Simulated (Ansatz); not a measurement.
# Worked sum: formation energy of MgH2 (rutile, P4₂/mnm) from the elements

We look at the formation energy of MgH2 (rutile, P4₂/mnm) from the elements. Reaction: Mg (hcp) + H2 (gas) → MgH2 (rutile). The sign is products less reactants. The value is per atom of the solid.

MgH2 (rutile, P4₂/mnm), 6 atoms in the cell. Conventional cell: a = b = 4.5164 Å, c = 3.0130 Å, α = β = γ = 90.00°.

Setting: static, neutral cells in Ansatz (PAW) whose structures rest at the PBE level. Ansatz (a program for electronic structure) runs with its PAW set soft_1. Other levels take these structures. The lattices are those relaxed with PBE, so at other levels the solids can be strained, which adds to the spread. A dispersion term (D3(BJ), or D4 for r2SCAN) was computed beside these levels and is taken off wherever the name lacks it.

Total energies of the cells in eV, at zero smearing width. They compare only within one column; the weights balance every element.

```tsv
cell	atoms	weight	r2SCAN	LDA
Mg (hcp)	2	−1	-3852.80982	-3803.18999
MgH2 (rutile)	6	+1	-3918.17644	-3866.90889
H2 (gas)	2	−2	-31.88931	-30.95334
```

r2SCAN: − (-3852.80982) + (-3918.17644) − 2 × (-31.88931) = -1.588 eV; dividing by 6 atoms gives -0.26 eV/atom.

LDA: − (-3803.18999) + (-3866.90889) − 2 × (-30.95334) = -1.812 eV; dividing by 6 atoms gives -0.30 eV/atom.

What follows from the r2SCAN value: A formula unit of MgH2 has 3 atoms, so it forms with -0.2647 × 3 = -0.794 eV, or -76.6 kJ/mol at 96.485 kJ/mol per eV.
